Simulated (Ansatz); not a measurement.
Consider Re in the hcp (Mg type) structure (space group P6_3/mmc, No. 194).

```
CELL_PARAMETERS angstrom
      2.75083     0.00000     0.00000
     -1.37541     2.38229     0.00000
      0.00000     0.00000     4.44144
ATOMIC_POSITIONS crystal
  Re 0.33333 0.66667 0.75000
  Re 0.66667 0.33333 0.25000
```

Cartesian axes are those of the cell as printed.

Calculations: Ansatz (an electronic-structure program), PBEsol, PAW, cutoff 420 eV, no SOC.

For the base:

| Quantity | Result |
|---|---|
| Volume per atom | 14.55 Å³ |
| Band gap | zero |

It is then changed as follows: uniaxial stress, 8 GPa compression along x, with the cell and atoms free to relax against it.

Question: How does this affect the volume per atom?

Answer: The volume per atom falls by 0.09 Å³ to 14.46 Å³.

Question: What does the calculation give for the energy relative to the base after the change?

Answer: The energy increases by 5.4 meV/atom.

Question: How does this affect the band gap?

Answer: The band gap stays zero.

Without a gap, meshes like the base's 19×19×11 leave anisotropic stresses uncertain by several tenths of a GPa, and small strain energies with them. Load acts through the strain it causes; cell and atoms are relaxed under it. Beyond what the load breaks, stability against distortions was not tested. All final runs are without spin polarisation.
